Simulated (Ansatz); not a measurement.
# HgSe under a change: isotropic strain +2.00 %

Start from HgSe in the zinc blende structure (space group F-43m, No. 216; a = 6.063 Å).

Modification: the cell is scaled by 1.0200 in all directions, atoms relaxed at fixed cell.

Method: LDA/PAW in Ansatz (a first-principles code), no spin-orbit coupling. Settings: 9×9×9 k-points, 0.05 eV Fermi–Dirac smearing.

The volume per atom grows by 1.705 Å³, from 27.86 Å³ to 29.56 Å³ and the space group is still F-43m (No. 216). The shortest interatomic distance grows by 0.053 Å, from 2.625 Å to 2.678 Å and the energy increases by 17 meV/atom. The pressure goes from zero to -3.0 GPa and the band gap remains zero.

Final structure:

```xyz
2
Lattice="0.0000 3.0921 3.0921 3.0921 0.0000 3.0921 3.0921 3.0921 0.0000" Properties=species:S:1:pos:R:3 pbc="T T T"
Hg     0.0000     0.0000     0.0000
Se     1.5461     1.5461     1.5461
```

The mesh was chosen for an insulator and is coarse for the gapless case. Spin-orbit coupling, missing from the scalar runs, can matter with Hg. No phonon test of stability was made. The final runs are not spin-polarised. The zero or small gap of HgSe can change with the level of theory.
